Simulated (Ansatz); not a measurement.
Results of r²SCAN in Ansatz (PAW) for DyRh2 (Fd-3m, No. 227).

Settings: plane-wave cutoff 500 eV, 14×14×14 k mesh, Fermi–Dirac smearing 0.1 eV, spin-polarised start, scalar-relativistic PAW data made under PBE.

Computed at the level's own relaxed cell.

Problem. Predict the equilibrium volume per atom and equilibrium lattice constant a.

Solution. 
- equilibrium volume per atom: 17.60 Å³/atom
- equilibrium lattice constant a: 7.503 Å

Note: the magnetic order was assumed, not searched for or taken from measurement; the 4f shell is treated without U or exact exchange, so its levels and filling can be wrong.

Spin–orbit coupling is not included.

The computed numbers hold no vibrational or temperature effects.

Ansatz is an electronic-structure program.
